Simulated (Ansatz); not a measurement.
Data:

```yaml
crystal:
  lattice:
    - [4.52442, 0.00000, 0.00000]
    - [-2.26221, 3.91826, 0.00000]
    - [0.00000, 0.00000, 6.31614]
  atoms:
    - { symbol: V, position: [0.00000, 0.50000, 0.16667] }
    - { symbol: V, position: [0.50000, 0.00000, 0.50000] }
    - { symbol: V, position: [0.50000, 0.50000, 0.83333] }
    - { symbol: Si, position: [0.83689, 0.67379, 0.50000] }
    - { symbol: Si, position: [0.16311, 0.83689, 0.83333] }
    - { symbol: Si, position: [0.32621, 0.16311, 0.16667] }
    - { symbol: Si, position: [0.16311, 0.32621, 0.50000] }
    - { symbol: Si, position: [0.83689, 0.16311, 0.83333] }
    - { symbol: Si, position: [0.67379, 0.83689, 0.16667] }
```

These are PBEsol, DFPT electron-phonon coupling, linearised Boltzmann equation (plane waves, PAW, scalar-relativistic; Ansatz, a program for electronic structure) values and carry that method's errors. Cell: relaxed with this functional, without spin-orbit coupling.

Question: Estimate the phonon-limited resistivity at 300 K, by direction if it differs.

Answer: 59 (x), 59 (y), 32 (z) μΩ·cm.

A metal at this level (no band gap). Only scattering by harmonic phonons is included (no impurities, grain boundaries, electron-electron scattering or thermal expansion). Spin-orbit coupling is left out. The run warned that the eigensolver left some states short of its tolerance. Halving the electron mesh (24x24x16) moves the resistivity by up to 11 % at 300 K. Smearing 0.20 eV; phonons on a 4x4x2 q mesh, which this run doesn't test.

Treated as nonmagnetic (a ferromagnetic start lost its moment, other orders weren't tried): VSi2 (P6_222).
